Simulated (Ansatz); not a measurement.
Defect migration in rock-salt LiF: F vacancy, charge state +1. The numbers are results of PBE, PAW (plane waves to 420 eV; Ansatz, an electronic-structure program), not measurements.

Settings: 64 host sites, the relaxed PBE lattice, the Γ point alone, smearing 0.01 eV, spin-restricted, no image-charge correction. Static, classical nuclei. The charge state is imposed; whether it is stable for some Fermi level was not computed. Forms of the defect that were not tried may lie lower.

Barriers: single points on a 2×2×2 k-point mesh shifted by half a step at the bands' geometries.

The only route run: one F atom jumps into the vacancy from a nearby F site; the atom moves 2.72 Å along (0.00, 0.47, 0.47) of the unit cell; the moving atom starts with neighbours 2 Li at 2.00, 2 Li at 2.03, 2 Li at 2.09 Å and ends with 2 Li at 2.00, 2 Li at 2.03, 2 Li at 2.09 Å. Its barrier is 0.72 eV. The saddle point's order was not checked, and it lies on a symmetry element of the cell, where a band can be held. The defect has 12 equivalent sites to jump to, 2.88 Å away. Attempt frequency: take 10 THz as a typical guess.

Question: Estimate the defect's diffusion coefficient at 300 K, how far it wanders in 1 h, and how much an error of 0.1 eV in the barrier would matter.

Answer: kT = 0.0259 eV, so each jump happens at Γ = ν exp(−E/kT) = 1.0e13 × exp(−27.85) ≈ 8.0e+00 s⁻¹. For uncorrelated jumps in a cubic host D = z λ² Γ / 6 = 12 × (2.88e-8 cm)² × 8.0e+00 / 6 ≈ 1.3e-14 cm²/s. The root-mean-square distance is √(6Dt) ≈ 200 nm. An error of 0.1 eV changes D by a factor exp(0.1/kT) ≈ 48, and the distance by its square root. This is the isolated defect's own diffusivity; trapping, its concentration and zero-point motion are left out.
